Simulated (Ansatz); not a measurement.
Hypothetical P6_422 SiC: carrier doping

The reference is SiC (space group P6_422, No. 181; a = 3.066 Å, c = 7.031 Å; a hypothetical phase, not in the database extracts checked).

Carriers are added at fixed cell with a uniform background; the Fermi–Dirac width is that of 300 K.

All numbers come from Ansatz (a program for electronic structure) PBEsol, no spin-orbit coupling.

Notes on the quantities. Fermi level from band edge: Fermi level relative to the doped band's edge (positive inside the band; to 0.05 eV).

```csv
electron density (10^21 cm⁻³),Fermi level from band edge (eV)
2,0.70
7,?
10,1.25
20,1.75
```

Q: Fit E_F = C n^s, fitted as a line in log–log form (a parabolic band gives s = 2/3) to the rows shown and predict the withheld row.

A: Least squares on the printed values gives C = 0.53 eV, s = 0.39 (largest residual 0.05 eV); this predicts 1.13 eV, and the run gives 1.10 eV, in agreement.

Carriers are added with a uniform compensating background; total energy and stress of such cells depend on the potential's zero and are not compared; many-body gap narrowing is missing at this level. No phonon test of stability was made. The base started in P3_121 and relaxed to P6_422 at this level.
